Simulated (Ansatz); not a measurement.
ZnSnSb₂ (I-42d, No. 122, 8 atoms in the cell; start mp-4756) was calculated with PBEsol in Ansatz (PAW).

Numerical settings: plane-wave cutoff 520 eV, 12×12×12 k mesh, Fermi–Dirac smearing 0.05 eV, scalar-relativistic PAW data made under PBE.

Cell (relaxed at this level):

```xyz
8
Lattice="-3.1366 3.1366 6.3054 3.1366 -3.1366 6.3054 3.1366 3.1366 -6.3054" Properties=species:S:1:pos:R:3 pbc="T T T"
Zn     0.0000     0.0000     0.0000
Zn     0.0000     3.1366     3.1527
Sn     0.0000     0.0000     6.3054
Sn     3.1366     0.0000     3.1527
Sb     1.5683     1.7440     4.7290
Sb     1.7440    -1.5683     7.8817
Sb     1.5683     1.3926    -1.5763
Sb     1.3926     4.7049     1.5763
```

Task: Estimate the bulk modulus that the calculation returns.

Result: 
bulk modulus: 47.4 GPa

The run finds no gap.

Note: the bulk modulus is −V dP/dV from two relaxed cells at ±2 % in volume; the relaxation could not lower the start's symmetry, so the cell can be a saddle point above a distorted one.

Spin–orbit coupling is not included; it can open a gap where bands touch, and shift volumes and moduli.

Computed values are for the static lattice.

Computing time: very roughly 40 core-minutes.

A start named mp-… is a Materials Project structure, which need not be a measured phase.

Ansatz is a quantum-chemistry and plane-wave program.
